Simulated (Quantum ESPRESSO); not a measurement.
Effort and miss along a sweep of ecutwfc: TeAs (Fm-3m, 2 atoms in the cell)

```
TeAs
1.0
    0.00000     2.96767     2.96767
    2.96767     0.00000     2.96767
    2.96767     2.96767     0.00000
Te As
1 1
Direct
  0.50000   0.50000   0.50000
  0.00000   0.00000   0.00000
```

Level of theory: PBEsol, GBRV 1.5 ultrasoft (PBESOL) pseudopotentials (plane waves; Quantum ESPRESSO).

Base settings: ecutwfc = 40 Ry; ecutrho = 200 Ry; occupations = smearing; smearing = methfessel-paxton; degauss = 0.0147 Ry; potentials = {Te: te_pbesol_v1.uspp.F.UPF, As: as_pbesol_v1.uspp.F.UPF}; K_POINTS = automatic 7 7 7 0 0 0; conv_thr = 1e-11 Ry; mixing_beta = 0.4.

Misses are taken against the tightest run, 80 Ry (ecutrho: 200 Ry → 400 Ry), which need not be fully converged itself. The energy is the free energy per atom.

The count of work is k-points × plane waves × bands × iterations; it is no time, and leaves out set-up, grids and terms that scale otherwise. 

The starting cell comes from a database of computed structures (which also holds hypothetical and non-ambient phases and stackings), without a prior relaxation at this level.

The runs (ecutwfc): 16 Ry (ecutrho: 200 Ry → 80 Ry) | 20 Ry (ecutrho: 200 Ry → 100 Ry) | 24 Ry (ecutrho: 200 Ry → 120 Ry) | 28 Ry (ecutrho: 200 Ry → 140 Ry) | 32 Ry (ecutrho: 200 Ry → 160 Ry) | 36 Ry (ecutrho: 200 Ry → 180 Ry) | 40 Ry | 46 Ry (ecutrho: 200 Ry → 230 Ry) | 52 Ry (ecutrho: 200 Ry → 260 Ry) | 60 Ry (ecutrho: 200 Ry → 300 Ry) | 70 Ry (ecutrho: 200 Ry → 350 Ry) | 80 Ry (ecutrho: 200 Ry → 400 Ry).

Question: Which is the coarsest setting among those run that, with all tighter ones, holds the energy within 10 meV/atom of the reference, and what does it save?

Answer: 24 Ry (ecutrho: 200 Ry → 120 Ry), off by 5.6 meV/atom; it needs 0.17 of the reference's count of work.

Question: Which is the coarsest setting among those run that, with all tighter ones, holds the energy within 2 meV/atom of the reference, and what does it save?

Answer: 36 Ry (ecutrho: 200 Ry → 180 Ry), off by 1.8 meV/atom; it needs 0.33 of the reference's count of work.

Question: What does the step from 24 Ry (ecutrho: 200 Ry → 120 Ry) to 60 Ry (ecutrho: 200 Ry → 300 Ry) buy?

Answer: It takes the miss in the energy from 5.6 to 0.48 meV/atom, for 4.5 times the count of work.

| ecutwfc | energy less reference (meV/atom) | pressure less reference (GPa) | count of work / reference |
|---|---|---|---|
| 16 Ry (ecutrho: 200 Ry → 80 Ry) | 107.61 | -1.92 | 0.082 |
| 20 Ry (ecutrho: 200 Ry → 100 Ry) | 22.00 | -0.73 | 0.11 |
| 24 Ry (ecutrho: 200 Ry → 120 Ry) | 5.64 | -0.08 | 0.17 |
| 28 Ry (ecutrho: 200 Ry → 140 Ry) | 3.17 | 0.03 | 0.25 |
| 32 Ry (ecutrho: 200 Ry → 160 Ry) | 2.66 | 0.01 | 0.28 |
| 36 Ry (ecutrho: 200 Ry → 180 Ry) | 1.83 | 0.00 | 0.33 |
| 40 Ry | 1.44 | 0.01 | 0.48 |
| 46 Ry (ecutrho: 200 Ry → 230 Ry) | 1.22 | 0.01 | 0.64 |
| 52 Ry (ecutrho: 200 Ry → 260 Ry) | 0.94 | 0.00 | 0.76 |
| 60 Ry (ecutrho: 200 Ry → 300 Ry) | 0.48 | -0.01 | 0.77 |
| 70 Ry (ecutrho: 200 Ry → 350 Ry) | 0.09 | 0.00 | 0.82 |
| 80 Ry (ecutrho: 200 Ry → 400 Ry) | 0.00 | 0.00 | 1.0 |
